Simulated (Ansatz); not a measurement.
## The (113) surface of diamond, 1 pair of surface atoms bonded, H on every dangling bond (bottom of the slab: built like the top, H on every dangling bond, free)

Level of theory: PBE (plane waves to 420 eV, PAW; Ansatz, a quantum-chemistry and plane-wave program).

Set-up: 48 atoms, 12.0 Å thick at the start with caps and adatoms (thin: gaps and levels are the slab's own); mesh 5x6x1; 0.025 eV smearing; dipole correction on; 8 atoms held, the rest relaxed; held to the start's symmetry, so lower structures may exist; no spin, no spin-orbit, no U.

```yaml
gap_of_the_slab_on_its_k_mesh: 2.59 eV
highest_filled_level_below_the_top_vacuum_level: 3.45 eV
energy_released_by_relaxation: 1.72 eV
cost: roughly 11 core-minutes
```
